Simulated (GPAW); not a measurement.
**GPAW run on Bi₂TeSe₂ (R3m, 5 atoms in the cell): self-consistent single point**

Method: PBEsol, GPAW PAW datasets PBEsol (made by gpaw-setup) (plane waves; GPAW 25.7.0).

Input:

```python
from ase import Atoms
from ase.units import GPa
from gpaw import GPAW, PW, FermiDirac

atoms = Atoms(['Bi', 'Bi', 'Te', 'Se', 'Se'],
              cell=[[2.121810, 1.225028, 10.246487],
                    [-2.121810, 1.225028, 10.246487],
                    [0.000000, -2.450055, 10.246487]],
              positions=[[0.000000, 0.000001, 18.643883],
                         [-0.000000, 0.000000, 12.197203],
                         [-0.000000, 0.000000, 6.607755],
                         [0.000000, 0.000000, 0.074697],
                         [-0.000000, 0.000001, 23.955785]],
              pbc=True)

calc = GPAW(mode=PW(600),
            xc='PBEsol',
            kpts={'size': (4, 4, 4), 'gamma': True},
            occupations=FermiDirac(0.05),
            nbands=-8,
            convergence={'forces': 0.001, 'bands': -6},
            symmetry={'symmorphic': False, 'tolerance': 0.0005},
            maxiter=120,
            txt='-')

atoms.calc = calc

energy = atoms.get_potential_energy()
print('Energy (eV):', round(energy, 6))
forces = atoms.get_forces()
print('Forces (eV/Ang):')
print(forces.round(5))
stress = atoms.get_stress()
print('Stress (GPa, Voigt):', (stress / GPa).round(4))
```

Output, abridged:

```
Input parameters:
  convergence: {bands: -6,
                forces: 0.001}
  kpts: {gamma: True,
         size: (4, 4, 4)}
  maxiter: 120
  mode: {ecut: 600.0,
         name: pw}
  nbands: -8
  occupations: {fixmagmom: False,
                name: fermi-dirac,
                width: 0.05}
  symmetry: {symmorphic: False,
             tolerance: 0.0005}
  xc: PBEsol

species:
  Bi:
    name: Bismuth
    Z: 83.0
    valence: 15
    core: 68
    charge: 0.0
    file: Bi.PBEsol.gz

    # Using partial waves for Bi as LCAO basis

  Te:
    name: Tellurium
    Z: 52.0
    valence: 6
    core: 46
    charge: 0.0
    file: Te.PBEsol.gz

    # Using partial waves for Te as LCAO basis

  Se:
    name: Selenium
    Z: 34.0
    valence: 6
    core: 28
    charge: 0.0
    file: Se.PBEsol.gz

    # Using partial waves for Se as LCAO basis

Reference energy: -1486216.364244  # eV

Spin-paired calculation

Convergence criteria:
 Maximum [total energy] change in last 3 cyles: 0.0005 eV / valence electron
 Maximum integral of absolute [dens]ity change: 0.0001 electrons / valence electron
 Maximum integral of absolute [eigenst]ate change: 4e-08 eV^2 / valence electron
 Maximum change in the atomic [forces] across last 2 cycles: 0.001 eV/Ang OR
Maximum error relative to the maximum force is below inf
 Maximum number of scf [iter]ations: 120

Symmetries present (total): 6
Symmetries with fractional translations: 0
64 k-points: 4 x 4 x 4 Monkhorst-Pack grid + [1/8,1/8,1/8]
13 k-points in the irreducible part of the Brillouin zone
       k-points in crystal coordinates                weights
   0:     0.00000000    0.00000000    0.00000000          1/64
   1:     0.25000000    0.00000000   -0.25000000          6/64
   2:     0.25000000    0.00000000    0.00000000          6/64
   [... 7 lines left out ...]
          ...
  12:     0.50000000    0.50000000    0.50000000          1/64

Wave functions: Plane wave expansion
  Cutoff energy: 600.000 eV
  Number of coefficients (min, max): 5290, 5393
  Pulay-stress correction: 0.000000 eV/Ang^3 (de/decut=0.000000)

Occupation numbers: Fermi-Dirac:
  width: 0.0500  # eV

Eigensolver

Densities:
  Coarse grid: 60*60*60 grid
  Fine grid: 120*120*120 grid
  Total Charge: 0.000000

Density mixing:
  Method: separate
  Backend: pulay
  Linear mixing parameter: 0.05
  old densities: 5
  Damping of long wavelength oscillations: 50

Hamiltonian:
  XC and Coulomb potentials evaluated on a 120*120*120 grid
  External potential:
    NoExternalPotential

XC parameters: PBEsol with 2 nearest neighbor stencil

Number of atoms: 5
Number of atomic orbitals: 30
Number of bands in calculation: 32
Number of valence electrons: 48
Bands to converge: 26

Density initialized from atomic densities
  30 bands from LCAO basis set
  2 bands from random numbers

Atomic positions and initial magnetic moments

Positions:
   0 Bi     0.000000    0.000001   18.643883    ( 0.0000,  0.0000,  0.0000)
   1 Bi    -0.000000    0.000000   12.197203    ( 0.0000,  0.0000,  0.0000)
   2 Te    -0.000000    0.000000    6.607755    ( 0.0000,  0.0000,  0.0000)
   3 Se     0.000000    0.000000    0.074697    ( 0.0000,  0.0000,  0.0000)
   4 Se    -0.000000    0.000001   23.955785    ( 0.0000,  0.0000,  0.0000)

Unit cell:
           periodic     x           y           z      points  spacing
  1. axis:    yes    2.121810    1.225028   10.246487    60     0.0608
  2. axis:    yes   -2.121810    1.225028   10.246487    60     0.0608
  3. axis:    yes    0.000000   -2.450055   10.246487    60     0.0608

  Lengths:  10.535334  10.535334  10.535334
  Angles:   23.237610  23.237610  23.237608

Effective grid spacing dv^(1/3) = 0.0904

     iter     time        total  log10-change:
                         energy   eigst   dens  force
iter:   1 --:--:--   -23.612113   -0.25
iter:   2 --:--:--   -23.468018   -1.74  -1.22
iter:   3 --:--:--   -23.124391   -2.20  -1.28
iter:   4 --:--:--   -23.090252   -2.65  -1.54
iter:   5 --:--:--   -23.089199   -3.75  -1.75
iter:   6 --:--:--   -23.069495c  -3.22  -1.78
iter:   7 --:--:--   -23.071279c  -3.91  -2.21
iter:   8 --:--:--   -23.069955c  -4.66  -2.52
iter:   9 --:--:--   -23.069616c  -4.76  -2.67
iter:  10 --:--:--   -23.069487c  -5.41  -2.84
iter:  11 --:--:--   -23.069376c  -5.39  -2.89
iter:  12 --:--:--   -23.069441c  -5.73  -3.06
iter:  13 --:--:--   -23.069523c  -5.62  -3.34
iter:  14 --:--:--   -23.069523c  -6.01  -3.32
iter:  15 --:--:--   -23.069520c  -6.49  -3.39
iter:  16 --:--:--   -23.069506c  -6.11  -3.48
iter:  17 --:--:--   -23.069499c  -7.25  -3.77
iter:  18 --:--:--   -23.069500c  -7.60c -3.92
iter:  19 --:--:--   -23.069499c  -7.61c -3.98
iter:  20 --:--:--   -23.069499c  -8.07c -4.11c
iter:  21 --:--:--   -23.069498c  -7.63c -4.19c -1.81
iter:  22 --:--:--   -23.069498c  -8.31c -4.47c -2.12
iter:  23 --:--:--   -23.069498c  -8.79c -4.88c -2.65
iter:  24 --:--:--   -23.069498c -10.34c -4.93c -3.54c

Converged after 24 iterations.

Dipole moment: (-0.000000, -0.000001, -14.006955) |e|*Ang

Energy contributions relative to reference atoms: (reference = -1486216.364244)

Kinetic:        +50.039915
Potential:      -49.385256
External:        +0.000000
XC:             -20.867198
Entropy (-ST):   -0.000199
Local:           -2.856859
SIC:             +0.000000
--------------------------
Free energy:    -23.069598
Extrapolated:   -23.069498

Showing only first 2 kpts
 Kpt  Band  Eigenvalues  Occupancy
  0    22      4.22612    2.00000
  0    23      4.79735    1.99083
  0    24      5.30267    0.01756
  0    25      6.37556    0.00000

  1    22      3.77737    2.00000
  1    23      4.42917    1.99999
  1    24      6.76203    0.00000
  1    25      7.34655    0.00000

Fermi level: 5.06636

Gap: 0.505 eV
Transition (v -> c):
  (s=0, k=0, n=23, [0.00, 0.00, 0.00]) -> (s=0, k=0, n=24, [0.00, 0.00, 0.00])
No difference between direct/indirect transitions
Energy (eV): -23.069498

Forces in eV/Ang:
  0 Bi    0.00000    0.00000    0.08533
  1 Bi    0.00000   -0.00000   -0.04406
  2 Te    0.00000    0.00000    0.06599
  3 Se    0.00000   -0.00000   -0.07544
  4 Se    0.00000   -0.00000   -0.03425

Stress tensor:
     0.009880     0.000000    -0.000000
     0.000000     0.009880    -0.000000
    -0.000000    -0.000000     0.011359
Stress (GPa, Voigt): [ 1.5829  1.5829  1.8199 -0.     -0.      0.    ]
```

The run converged in 24 iterations. GPAW prints stress with tension positive.

The starting cell comes from a database of computed structures (which also holds hypothetical and non-ambient phases and stackings), without a prior relaxation at this level. Spin-orbit coupling is off.

Cost on one core of a shared machine: roughly 2 min.
